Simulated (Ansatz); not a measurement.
**Pt: isotropic strain −2.50 %**

The reference is Pt in the fcc (Cu type) structure (space group Fm-3m, No. 225; a = 3.972 Å; relaxed with 0.1 eV smearing).

Perturbation: every lattice vector is shortened by 2.50 %; the atoms relax in the strained cell.

The values are results of DFT with PBE, PAW potentials and a 420 eV plane-wave cutoff in Ansatz (a quantum-chemistry and plane-wave program), no spin-orbit coupling, not measurements. Γ-centred 28×28×28 mesh, Fermi–Dirac width 0.1 eV.

* **Volume per atom**: 14.52 Å³ (base 15.67 Å³)
* **Space group**: Fm-3m (No. 225) (base Fm-3m (No. 225))
* **Energy relative to the base (free energy F)**: +76 meV/atom
* **Pressure**: 23.0 GPa (base 0.0 GPa)
* **Band gap**: zero (base zero)

Cost of the whole job for the changed cell (relaxation, final SCF and bands): around 16 core-seconds (rough).

Whether these cells are dynamically stable was not tested. All final runs are without spin polarisation.
